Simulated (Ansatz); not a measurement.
**Convergence series on Sc₂C (P4/nmm, 6 atoms in the cell)**

```
Sc2C
1.0
    4.66114     0.00000     0.00000
    0.00000     4.66114     0.00000
    0.00000     0.00000     7.11219
Sc C
4 2
Cartesian
  0.00000   0.00000   0.00000
  2.33057   2.33057   0.00000
  2.33057   0.00000   1.92029
  0.00000   2.33057   5.19190
  2.33057   0.00000   4.97853
  0.00000   2.33057   2.13366
```

Computed with LDA (PW92), default PAW files made with PBE (plane waves; Ansatz, a program for electronic structure).

The starting cell was generated: these elements placed on a structure prototype, without a prior relaxation; it need not be a known phase or ordering of this composition. Its lattice was rescaled by a random factor within 2.5 % of one. In the base run, with a pressure of about -15 GPa the cell is away from its equilibrium volume at this level. In the base run, forces exceed 1 eV/Å. Ansatz's pressure includes its estimate of the finite-basis (Pulay) stress.

Held fixed: kpoints.mp_grid.grid = 5 5 3; hamiltonian.xc = lda; hamiltonian.pseudopotentials = {kind: paw} (the program's default PAW files); scf.occupations.method = fermi_dirac; scf.occupations.width = 0.05 eV.

ΔF is the free energy per atom less that of the last row (840 eV).

The first pressure column holds Ansatz's estimate of the finite-basis (Pulay) stress, which hides part of the cutoff error; the other is without it.

| basis.ecutwfc | ΔF (meV/atom) | pressure (GPa) | largest force (eV/Å) | pressure at a fixed set of plane waves (GPa) | plane waves | iterations |
|---|---|---|---|---|---|---|
| 170 eV | 5419.9 | -17.24 | 3.534 | -137.32 | 763 | 10 |
| 210 eV | 1503.8 | -14.77 | 3.428 | -58.13 | 1073 | 9 |
| 250 eV | 386.1 | -14.46 | 3.461 | -28.64 | 1395 | 9 |
| 295 eV | ___ | -15.04 | 3.484 | -18.34 | 1771 | 9 |
| 335 eV | ___ | -15.01 | 3.502 | -15.96 | 2165 | 9 |
| 380 eV | 5.2 | -14.99 | 3.501 | -15.24 | 2623 | 9 |
| 420 eV | 1.63 | -15.00 | 3.502 | -15.08 | 2991 | 9 |
| 485 eV | 0.40 | -15.00 | 3.502 | -15.01 | 3781 | 9 |
| 545 eV | 0.26 | -15.00 | 3.502 | -15.00 | 4427 | 9 |
| 630 eV | 0.11 | -15.00 | 3.502 | -15.00 | 5577 | 9 |
| 735 eV | 0.04 | -15.00 | 3.502 | -15.00 | 6995 | 9 |
| 840 eV | 0.00 | -15.00 | 3.502 | -15.00 | 8505 | 9 |

Fill in the missing entries.


- 295 eV, ΔF (meV/atom): 79.6
- 335 eV, ΔF (meV/atom): 21.6

Keys are those of Ansatz 0.2.
